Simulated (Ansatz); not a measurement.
The reference is Al in the fcc (Cu type) structure (space group Fm-3m, No. 225; relaxed with 0.1 eV smearing).

```
Al
1.0
    0.00000     2.00773     2.00773
    2.00773     0.00000     2.00773
    2.00773     2.00773     0.00000
Al
1
Cartesian
  0.00000   0.00000   0.00000
```

Level of theory: plane-wave PAW DFT at the PBEsol level (Ansatz, a first-principles code, 420 eV), scalar-relativistic without spin-orbit coupling.

Strains are applied to the cell and any free atomic positions relax.

One change was made to it. Results:

```json
[
 {"quantity": "energy relative to the base (free energy F)", "base": "0 meV/atom", "after": "+21 meV/atom"},
 {"quantity": "pressure", "base": "0.0 GPa", "after": "-5.1 GPa"}
]
```

Problem. Which of these changes matches the shifts?
A) isotropic strain +2.50 %
B) isotropic strain −1.00 %
C) isotropic strain −3.00 %
D) isotropic strain +0.50 %

Solution. A, isotropic strain +2.50 %. For comparison, the energy relative to the base in the other runs: isotropic strain −1.00 % gives +3.8 meV/atom; isotropic strain +0.50 % gives +0.9 meV/atom; isotropic strain −3.00 % gives +37 meV/atom.

Whether these cells are dynamically stable was not tested.
